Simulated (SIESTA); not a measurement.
## How far to go with shifted k-point meshes: Nb (Im-3m, 1 atom in the cell)

```yaml
crystal:
  lattice:
    - [-1.65825, 1.65825, 1.65825]
    - [1.65825, -1.65825, 1.65825]
    - [1.65825, 1.65825, -1.65825]
  atoms:
    - { symbol: Nb, position: [0.00000, 0.00000, 0.00000] }
```

Level of theory: GGA PBE, numerical atomic orbitals DZP, PseudoDojo PBE standard norm-conserving potentials (rewritten from UPF to PSML) (SIESTA).

Base settings: XC.functional = GGA; XC.authors = PBE; potentials = PseudoDojo PBE standard; PAO.BasisSize = DZP; PAO.EnergyShift = 0.01 Ry; MeshCutoff = 350 Ry; kgrid.MonkhorstPack = 8 8 8; OccupationFunction = FD; ElectronicTemperature = 100 meV; MaxSCFIterations = 150.

Only quantities that move along the ladder and can be compared are tabulated.

Core times come from one kind of shared machine, to one figure; runs under 30 s give none.

The starting cell has typed, rounded lattice constants, without a prior relaxation at this level. Its lattice was rescaled by up to half a per cent. Spin polarisation is off. Values carry the incompleteness of an atom-centred basis.

```csv
kgrid.MonkhorstPack,free energy less the last step's (meV/atom),pressure (GPa),core time / last (rough)
2 2 2 shifted by 0.5 0.5 0.5,2228.56,30.38,–
3 3 3 shifted by 0.5 0.5 0.5,453.94,10.69,–
4 4 4 shifted by 0.5 0.5 0.5,-103.02,-4.35,–
5 5 5 shifted by 0.5 0.5 0.5,-42.74,-4.65,–
6 6 6 shifted by 0.5 0.5 0.5,-32.99,-1.54,–
7 7 7 shifted by 0.5 0.5 0.5,13.21,-2.04,–
8 8 8 shifted by 0.5 0.5 0.5,25.32,-2.52,–
9 9 9 shifted by 0.5 0.5 0.5,0.81,-2.30,–
10 10 10 shifted by 0.5 0.5 0.5,-14.12,-2.68,–
12 12 12 shifted by 0.5 0.5 0.5,6.81,-2.23,–
15 15 15 shifted by 0.5 0.5 0.5,-0.95,-2.62,0.2
18 18 18 shifted by 0.5 0.5 0.5,0.37,-2.52,0.2
22 22 22 shifted by 0.5 0.5 0.5,0.19,-2.48,0.3
27 27 27 shifted by 0.5 0.5 0.5,0.06,-2.44,0.9
30 30 30 shifted by 0.5 0.5 0.5,0.00,-2.46,1
```

Coarsest kgrid.MonkhorstPack that holds the free energy within 0.5 meV/atom of the last step, with all finer ones: 18 18 18 shifted by 0.5 0.5 0.5, at about 0.2 of the last step's time; the step before is off by 0.95 meV/atom.

Coarsest kgrid.MonkhorstPack that holds the pressure within 0.1 GPa of the last step, with all finer ones: 18 18 18 shifted by 0.5 0.5 0.5, at about 0.2 of the last step's time; the step before is off by 0.16 GPa.
